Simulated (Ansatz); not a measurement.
We consider CdSiN2 (model structure, started from the AgBiO2 type, R-3m, No. 166, 4 atoms in the cell), described by r²SCAN+SOC in Ansatz (PAW).

Settings: plane-wave cutoff 560 eV, 22×22×22 k mesh, Fermi–Dirac smearing 0.05 eV, PAW data made under PBE.

Cell (relaxed with PBE-D3(BJ)):

```xyz
4
Lattice="1.4532 0.8390 5.9859 -1.4532 0.8390 5.9859 0.0000 -1.6780 5.9859" Properties=species:S:1:pos:R:3 pbc="T T T"
Cd     0.0000     0.0000     8.9788
Si     0.0000     0.0000     0.0000
N      0.0000     0.0000    11.0369
N      0.0000     0.0000     6.9207
```

### Question
Give the computed band gap and Γ–Γ gap.

### Answer

- band gap = 0.25 eV (on the SCF k mesh)
- Γ–Γ gap = 1.55 eV

Note: the relaxation could raise the start's symmetry but not lower it, so the cell can be a saddle point; cell and atoms aren't relaxed at this level (pressure -0.3 GPa).

Cost on a shared machine: around 14 core-minutes (rough).

A model structure was made by putting elements into a prototype or built by hand; it is no filed structure, need not be a known phase, and can be a saddle point held by its symmetry.

Ansatz is a first-principles code.
